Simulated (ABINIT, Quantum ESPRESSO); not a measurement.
An ABINIT input for a self-consistent single point of K2S (Fm-3m, 3 atoms in the cell) (DFT, PBE, plane waves, PAW (JTH v2.0 PBE PAW)):

```
# K2S, JTH v2.0 PBE PAW
pp_dirpath "./"
pseudos "K.GGA_PBE-JTH.xml, S.GGA_PBE-JTH.xml"
acell 5.1994169732 5.1994169732 5.1994169732 Angstrom
rprim
         0.0000000000    0.7071067812    0.7071067812
         0.7071067812    0.0000000000    0.7071067812
         0.7071067812    0.7071067812    0.0000000000
natom 3
ntypat 2
znucl 19 16
typat 1 1 2
xred
         0.7500000000    0.7500000000    0.7500000000
         0.2500000000    0.2500000000    0.2500000000
         0.0000000000    0.0000000000    0.0000000000
ecut 571 eV
pawecutdg 1143 eV
pawxcdev 0
occopt 3
tsmear 0.00036749
nband 17
kptopt 1
ngkpt 4 4 4
nshiftk 1
shiftk 0 0 0
nstep 50
tolvrs 1.0e-11
prtwf 0
prtden 0
enunit 1
```

Problem. Translate this input to Quantum ESPRESSO.

Solution. One input that does it (others would too):

```fortran
&control
 calculation = 'scf'
 prefix = 'scf'
 outdir = './tmp'
 pseudo_dir = './'
 tprnfor = .true.
 tstress = .true.
/
&system
 ibrav = 0
 nat = 3
 ntyp = 2
 ecutwfc = 40
 ecutrho = 200
 occupations = 'smearing'
 smearing = 'fd'
 degauss = 0.000734986
/
&electrons
 conv_thr = 1.0d-10
/
ATOMIC_SPECIES
K     39.0983  k_pbe_v1.4.uspp.F.UPF
S     32.0600  s_pbe_v1.4.uspp.F.UPF
ATOMIC_POSITIONS crystal
K     0.7500000000    0.7500000000    0.7500000000
K     0.2500000000    0.2500000000    0.2500000000
S     0.0000000000    0.0000000000    0.0000000000
K_POINTS automatic
4 4 4  0 0 0
CELL_PARAMETERS angstrom
   0.0000000000     3.6765430000     3.6765430000
   3.6765430000     0.0000000000     3.6765430000
   3.6765430000     3.6765430000     0.0000000000
```

Basis settings and potentials, where a program has them, do not carry over. This input uses DFT, PBE, plane waves, GBRV 1.5 ultrasoft (PBE) pseudopotentials. Both were run: pressure 0.94 GPa in ABINIT and 0.09 in Quantum ESPRESSO; gap on the mesh 2.433 eV in ABINIT and 2.433 in Quantum ESPRESSO.

On Quantum ESPRESSO: the starting cell comes from a database of computed structures (which also holds hypothetical and non-ambient phases and stackings), without a prior relaxation at this level. Its lattice was rescaled by a random factor within 2.5 % of one.

On ABINIT: the starting cell comes from a database of computed structures (which also holds hypothetical and non-ambient phases and stackings), without a prior relaxation at this level. Its lattice was rescaled by a random factor within 2.5 % of one.
